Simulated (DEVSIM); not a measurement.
**Schottky contact on p-type GaAs**

Device: Schottky contact on p-type GaAs, at 300 K.

| layer (left to right) | material | thickness (μm) | Na (cm⁻³) | τn (s) | τp (s) |
|---|---|---|---|---|---|
| 1 | GaAs | 0.910 | 2e17 | 1.3e-8 | 1.3e-8 |
| 2 | GaAs | 40.0 | 2.8e18 | 1.3e-8 | 1.3e-8 |

Left contact: Schottky, work function 4.694 eV, emission velocity 2.9e6 cm/s. Right contact: ohmic. Voltage is applied to the left contact. Recombination: SRH at mid-gap, Auger. Mobility is μmin + (μ − μmin)/(1 + (N/Nref)^α).

Constants are typed, rounded textbook-type inputs, not results; the design itself was drawn at random and stands for no fabricated device. Values at 300 K.

| parameter | GaAs |
|---|---|
| gap (eV) | 1.424 |
| affinity (eV) | 4.07 |
| permittivity | 12.9 |
| Nc (cm⁻³) | 4.7e17 |
| Nv (cm⁻³) | 9e18 |
| μn (cm²/Vs) | 8500 |
| μp (cm²/Vs) | 400 |
| μn,min | 500 |
| μp,min | 20 |
| Nref,n | 6e16 |
| Nref,p | 1.5e17 |
| αn | 0.39 |
| αp | 0.38 |
| Cn (cm⁶/s) | 1e-30 |
| Cp (cm⁶/s) | 1e-30 |

Simulated with DEVSIM: 1D drift-diffusion, Boltzmann statistics, complete ionisation; no tunnelling, impact ionisation, image-force lowering or self-heating. Metal contacts follow the ideal Schottky-Mott rule: no Fermi-level pinning, no interface dipoles.

- Potential step across the device at zero bias = 0.770 V
- Dark forward voltage at 1 A/cm² = 0.409 V
- Dark forward voltage at 100 A/cm² = 0.540 V

Dark forward current:

(V (V), J (A/cm²)): (-0.05, -8.3e-7); (-0.10, -6.6e-6); (-0.15, -4.6e-5); (-0.20, -0.00032); (-0.25, -0.0022); (-0.30, -0.015); (-0.35, -0.10); (-0.40, -0.71); (-0.45, -4.8); (-0.50, -30); (-0.55, -140); (-0.60, -380); (-0.65, -740); (-0.70, -1200); (-0.75, -1600); (-0.80, -2100)
